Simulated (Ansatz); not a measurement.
Take Ti3Al (space group P6_3/mmc, No. 194; a = 5.747 Å, c = 4.632 Å) as the base.

The values are results of r2SCAN, PAW, 500 eV (Ansatz, a first-principles code; spin-orbit coupling left out), not measurements.

For the base:

```
Property   Result
--------  -------
Pressure  0.0 GPa
Band gap     zero
```

Modification: every lattice vector is shortened by 2.87 %; the atoms relax in the strained cell.

Question: How does this affect the energy relative to the base?

Answer: The energy rises by 50 meV/atom.

Question: What does the calculation give for the pressure after the change?

Answer: The pressure (mean of the normal stresses, compression positive) goes from zero to 12.4 GPa.

Question: What does the calculation give for the band gap after the change?

Answer: The band gap is still zero.

No phonon test of stability was made. The final runs are not spin-polarised.
